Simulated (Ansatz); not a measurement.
PbF2: energy against strain

PbF2 (fluorite, Fm-3m, 17.103 Å³/atom at rest, cube axes along x, y and z) under a strain ε along a cube axis (axis z), the other axes held. PBEsol in Ansatz, a plane-wave DFT program (PAW, default set), 420 eV, 10×10×10 Γ-centred mesh, Fermi-Dirac smearing 0.05 eV; ions are relaxed within the symmetry of each cell.

Here s stands for strain and y for E less E0.

| strain (%) | E less E0 (meV/atom) |
|---|---|
| -1.50 | 1.36 |
| -1.00 | 0.60 |
| -0.50 | 0.15 |
| 0.00 | 0.00 |
| 0.50 | 0.17 |
| 1.00 | 0.60 |
| 1.50 | 1.35 |
| 3.00 | ? |

Fit y against s with a parabola, and predict the withheld value at s = 3.00.

Least squares gives y = 0.005 - 0.0007·s + 0.5995·s². Residuals (row less fit): 0.005, -0.005, -0.005, -0.005, 0.015, -0.004, -0.003; standard error 0.010 (degrees of freedom: 4). Twice the quadratic coefficient over the volume, 2 × 0.5995 meV × 10⁴ × 0.1602 / 17.103 Å³, is the elastic constant C11 = 112 ± 0.8 GPa. At the withheld row, y = 0.005 - 0.0007 × 3.0 + 0.5995 × 3.0² = 5.398 meV/atom. The calculation gives 5.25 meV/atom, 0.148 meV/atom below the prediction (2.8 % of the range of y in the table). The row lies outside the fitted rows, so this is an extrapolation. From the scatter of the fitted rows alone, a prediction at this place has a standard error of 0.037 meV/atom, so the miss is 4.0 times that.

One order more, fitted to all 13 runs of the series, follows each within 0.01, so the miss is the next term of a smooth law. PbF2 is here the β form. Rows are the converged runs of the series near zero and its far end; series whose fitted rows scatter by over a few per cent of the range, as at a crossing or softening among them, aren't shown in this form. Most that stay on the fit to the last digits aren't either.
